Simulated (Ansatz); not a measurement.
System: AlB2-type HfB2. Method: r²SCAN in Ansatz (plane waves, PAW).

Settings: plane-wave cutoff 600 eV, 24×24×18 k mesh (along the axes of the cell as run), Fermi–Dirac smearing 0.093 eV (set by the program), scalar-relativistic PAW data made under PBE.

Cell (measured lattice):

HfB2 is modelled in the hexagonal space group P6/mmm (No. 191), Pearson symbol hP3. Conventional cell: a = b = 3.1400 Å, c = 3.4800 Å, α = β = 90.00°, γ = 120.00°. Hf on 1a sees 12 B at 2.513 Å. B on 2d is coordinated by 3 B at 1.813 Å and 6 Hf at 2.513 Å. (Neighbours: up to the widest gap in distance over summed covalent radii, below 1.35, at either atom; cation-cation and far metal-metal contacts left out.)

**Question.** Estimate the Voigt–Reuss–Hill bulk modulus, elastic constant C33, elastic constant C11, elastic constant C12, Young modulus, elastic constant C13, elastic constant C44 and elastic constant C66 that the calculation returns.

**Answer.** 
- Voigt–Reuss–Hill bulk modulus = 254 GPa
- elastic constant C33 = 456 GPa
- elastic constant C11 = 616 GPa
- elastic constant C12 = 62.1 GPa
- Young modulus = 567 GPa
- elastic constant C13 = 120 GPa
- elastic constant C44 = 268 GPa
- elastic constant C66 = 277 GPa

Note: the cell isn't this level's own, so it is under some stress, which shifts stiffness and frequencies.

Elastic constants are with the ions relaxed.

Spin–orbit coupling is not included.

The computed numbers hold no vibrational or temperature effects.

Cost on a shared machine: roughly 70 core-minutes.

Ansatz is a program for electronic structure.
